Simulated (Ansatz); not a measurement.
# Pressure series in NiO

Consider NiO in the rock salt structure (space group Fm-3m, No. 225; a = 4.189 Å; ferromagnetic).

Cell and atoms are relaxed at each pressure.

Calculations: Ansatz (a program for electronic structure) r2SCAN, spin-orbit coupling left out.

Two rows of this table had their results exchanged by mistake.

```tsv
pressure	volume per atom (Å³)	shortest distance (Å)	band gap
pressure −2 GPa	9.27	2.101	0.86 eV
pressure −1 GPa	8.23	2.019	0.39 eV
pressure 0.9 GPa	9.15	2.091	0.81 eV
pressure 2.1 GPa	9.10	2.088	0.79 eV
pressure 4.5 GPa	9.00	2.080	0.75 eV
pressure 9 GPa	8.84	2.068	0.69 eV
pressure 15 GPa	8.64	2.052	0.60 eV
pressure 22.5 GPa	8.43	2.035	0.49 eV
pressure 30 GPa	9.23	2.098	0.84 eV
```

Task: Which two?

Result: The rows for pressure −1 GPa and pressure 30 GPa: the volume has to fall steadily with pressure, so 9.23 Å³ belongs to pressure −1 GPa and 8.23 Å³ to pressure 30 GPa.

Load acts through the strain it causes; cell and atoms are relaxed under it. Whether these cells are dynamically stable was not tested. No other phases were tried under pressure. No Hubbard U is applied and the magnetic state is the run's own (NiO ferromagnetic); other magnetic orders, which need larger cells, were not tried and can change the gap. A gap here joins edges of opposite spin (a spin-flip gap). In its common phase, real NiO is an antiferromagnetic insulator at low temperature.
